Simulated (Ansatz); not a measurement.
Base system: HgTe in the zinc blende structure (space group F-43m, No. 216; a = 6.573 Å). Axes: x, y, z lie along the cube axes.

Level of theory: r2SCAN, PAW, 500 eV (Ansatz, a first-principles code; no SOC).

Perturbation: a free-standing slab of 3 layers (6 atoms, 2 a layer) is cut normal to [110], with 15 Å of vacuum and the in-plane cell held at bulk.

Task: What happens to the excess energy per area of both faces, change of the spacing d12 from its bulk value of 2.324 Å and valence-band top at Γ?

Result: The excess energy per area of both faces (slab less bulk energy over the cell's area: twice a surface energy) is 0.34 J/m² (uncertain by up to 0.03 J/m²); the change of the spacing d12 from its bulk value of 2.324 Å comes out as -7.5 %; the valence-band top at Γ (three highest levels, from the VBM) amounts to 0.00, -0.76, -0.80 eV.

Slab and bulk use different k-meshes, which limits the precision of the excess energy. With Hg and Te present, leaving out spin-orbit coupling can change the band edges. The levels and masses belong to the bands next to the band gap. Stability against distortions was not tested. All final runs are without spin polarisation.
